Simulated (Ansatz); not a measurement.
# HfO2 (model structure, started from the polar ZrO2 type, Pca2₁, No. 29, 12 atoms in the cell)

Method: r²SCAN in Ansatz (plane waves, PAW).

Settings: plane-wave cutoff 560 eV, 6×8×8 k mesh (along the axes of the cell as run), Fermi–Dirac smearing 0.01 eV, scalar-relativistic PAW data made under PBE.

Cell (relaxed at this level):

HfO2 is taken in the orthorhombic space group Pca2₁ (No. 29), Pearson symbol oP12. Lattice parameters: a = 5.247 Å, b = 5.030 Å, c = 5.060 Å, α = 90.00°, β = 90.00°, γ = 90.00°. Hf on 4a is coordinated by 7 O at 2.032–2.245 Å. O1 on 4a has 1 Hf at 2.032 Å and 2 Hf at 2.136–2.141 Å (trigonal planar). O2 on 4a is surrounded by 4 Hf at 2.117–2.245 Å. (Neighbours: up to the widest gap in distance over summed covalent radii, below 1.35, at either atom; cation-cation and far metal-metal contacts left out.)

For HfO2 (model structure, started from the polar ZrO2 type, Pca2₁, No. 29, 12 atoms in the cell), the band gap is 4.96 eV and the smallest direct gap on the k points sampled is 5.16 eV. The direct gap at Γ comes out as 5.46 eV.

Note: the relaxation could raise the start's symmetry but not lower it, so the cell can be a saddle point.

Spin–orbit coupling is not included.

A model structure was made by putting elements into a prototype or built by hand; it is no filed structure, need not be a known phase, and can be a saddle point held by its symmetry.

Ansatz is a quantum-chemistry and plane-wave program.
